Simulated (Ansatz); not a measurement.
CaC2 (C2/m, No. 12; cell taken from a computed entry)

These are HSE06 (Ansatz, an electronic-structure program, PAW) values and carry that method's errors.

Run with plane-wave cutoff 500 eV, 6×6×4 k mesh (along the axes of the cell as run), gaussian smearing 0.02 eV, scalar-relativistic PAW data made under PBE.

Cell (relaxed with r²SCAN):

```
CELL_PARAMETERS angstrom
      3.58096    -1.91201    -0.00029
      3.58096     1.91201    -0.00029
     -2.16607     0.00000     7.07823
ATOMIC_POSITIONS crystal
  Ca 0.79688 0.79688 0.75343
  Ca 0.20312 0.20312 0.24657
  C  0.07917 0.07917 0.56424
  C  0.92083 0.92083 0.43576
  C  0.45197 0.45197 0.05823
  C  0.54803 0.54803 0.94177
```

```yaml
band_gap: 3.59 eV (on the SCF k mesh)
```

Note: cell and atoms aren't relaxed at this level (largest force component 0.23 eV/Å).

The computed numbers hold no vibrational or temperature effects.
